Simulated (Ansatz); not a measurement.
Input and output of a self-consistent single point for SiO (P6_422, 12 atoms in the cell) (Ansatz, a program for electronic structure).

Computed with PBEsol-D3BJ-ATM, default PAW files made with PBE (plane waves; Ansatz).

```xyz
12
Lattice="4.5330 0.0000 0.0000 -2.2665 3.9257 0.0000 0.0000 0.0000 9.5663" Properties=species:S:1:pos:R:3 pbc="T T T"
Si     1.1332     1.9628     4.2158
Si    -1.1332     1.9628     1.0270
Si     2.2665     0.0000     7.4045
Si     1.1332     1.9628     8.5393
Si     2.2665     0.0000     2.1618
Si    -1.1332     1.9628     5.3505
O      2.2665     2.6007     0.0000
O     -1.1190     3.2632     6.3775
O      1.1475     0.6625     3.1888
O      0.0000     1.3250     0.0000
O      3.3855     0.6625     6.3775
O      1.1190     3.2632     3.1888
```

Reference input (self-consistent single point, DFT, PBEsol, plane waves, default PAW files made with PBE): basis.ecutwfc = 30.9 Ry; kpoints.mp_grid.grid = 7 7 3; hamiltonian.xc = pbesol; hamiltonian.pseudopotentials = {kind: paw} (the program's default PAW files); scf.occupations.method = cold; scf.occupations.width = 0.0073 Ry. This run's input differs from it in these lines:

```diff
@@ -24,2 +24,3 @@
   xc: pbesol
+  dispersion: d3bjatm
   pseudopotentials: { kind: paw }
```

Log, with long lists cut:

```
SCF iter   1: F=—  HF=-7101.404849 eV  |F-HF|=—  |Δ(HF+E_count)|=         —  Δρ=8.75e-3  dr2=7.01e-2  ethr=1.77e-3  ⟨swp⟩=6.9  Hψ=3512  notcnv=0  defer=17
all-band conjugate gradients solve this SCF's bands
preconditioner: auto → Resta (q_TF=auto, 2.293 Å⁻¹)
SCF iter   2: F=—  HF=-7101.390616 eV  |F-HF|=—  |Δ(HF+E_count)|=   1.42e-2  S|Δr|=    0.00e0  Δρ=2.54e-3  dr2=6.36e-3  ethr=1.17e-4  ⟨swp⟩=2.1  Hψ=1188  notcnv=0  defer=44
   [... lines left out ...]
SCF iter   5: F=—  HF=-7101.390223 eV  |F-HF|=—  |Δ(HF+E_count)|=   1.68e-5  S|Δr|=    0.00e0  Δρ=8.29e-5  dr2=7.81e-6  ethr=3.57e-7  ⟨swp⟩=2.8  Hψ=955  notcnv=0  defer=44
SCF iter   6: F=—  HF=-7101.390156 eV  |F-HF|=—  |Δ(HF+E_count)|=   6.71e-5  S|Δr|=    0.00e0  Δρ=7.04e-6  dr2=1.13e-7  ethr=1.30e-8  ⟨swp⟩=2.0  Hψ=870  notcnv=0  defer=44
SCF iter   7: F=-7101.390156 eV  HF=-7101.390156 eV  |F-HF|=1.41e-9  |Δ(HF+E_count)|=   4.59e-8  S|Δr|=    0.00e0  Δρ=1.07e-6  dr2=2.14e-9  ethr=1.67e-10  ⟨swp⟩=10.9  Hψ=3456  notcnv=0
SCF 1 converged in 7 iterations: F = -7101.390156 eV  dr2 = 2.14e-9
Stability not checked (fill_not_monotonic)
Free energy (F): -7101.390156 eV
Internal energy: -7101.389980 eV  (E = F + TS)
E sigma→0 (E₀):  -7101.390097 eV
Entropy (-TS):   -0.000176 eV (-0.015 meV/atom)
Fermi energy:    6.032557 eV
--- Forces (eV/Å), atoms counted from 1 ---
  atom   1  Si    -0.00000000    -0.00000000    -0.16436838
  atom   2  Si    -0.00000000     0.00000000    -0.16436838
  atom   3  Si     0.00000000    -0.00000000    -0.16436838
  atom   4  Si    -0.00000000     0.00000000     0.16436838
   [... lines left out ...]
  atom  12  O     -0.05405459    -0.03120843    -0.00000000
--- Stress (GPa, compression-positive) ---
       -4.290721       0.000000       0.000000
       -0.000000      -4.290721      -0.000000
        0.000000      -0.000000      -4.305420
  P = ⅓ Tr σ = -4.2956 GPa (-42.956 kbar)
  The stress holds the Pulay correction. Without it, at fixed plane waves, as pw.x and ABINIT print it: P = -4.7271 GPa
```

The run converged in 7 iterations. Against the reference run the pressure goes from -2.86 to -4.30 GPa and the largest force moves little (0.163 to 0.164 eV/Å).

The starting cell comes from a database of computed structures (which also holds hypothetical and non-ambient phases and stackings), without a prior relaxation at this level. With a pressure of about -4 GPa the cell is away from its equilibrium volume at this level. Ansatz's pressure includes its estimate of the finite-basis (Pulay) stress. The run gives no clean gap (levels at the Fermi energy touch, overlap or are partly filled at this smearing), which alone does not show that the compound is a metal.

Keys are those of Ansatz 0.2.
